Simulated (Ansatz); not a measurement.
# Competing hops of interstitial Cl in fcc Rh, neutral cell

System: interstitial Cl in fcc Rh (neutral cell). Computed with PBE, PAW (plane waves to 420 eV; Ansatz, a program for electronic structure).

32-site cell at the relaxed PBE lattice, a 2×2×2 k-point mesh shifted by half a step, smearing 0.10 eV, spin-restricted, no finite-size correction. Energies are static. Sites that were not tried may lie lower.

Barriers: single points on a 4×4×4 k-point mesh shifted by half a step at the bands' geometries (they differ from the bands' own by up to 0.10 eV, and are uncertain by about as much).

```csv
Route,Start site over the lowest site run (eV),Hop (Å),Forward barrier (eV),Backward barrier (eV),Neighbours at the start,Neighbours at the saddle,Saddle order,"Forward, on the band's own sampling (eV)"
one Cl atom jumps by itself,0.00,1.67,1.77,0.91,6 Rh at 2.14 Å,"3 Rh at 2.02, Rh at 2.37, 3 Rh at 2.61 Å","not checked, on a symmetry element",1.87
```

Paths come from nudged elastic bands with a climbing image.  A band can be held on a symmetry element, so unchecked saddle points there may be too high.
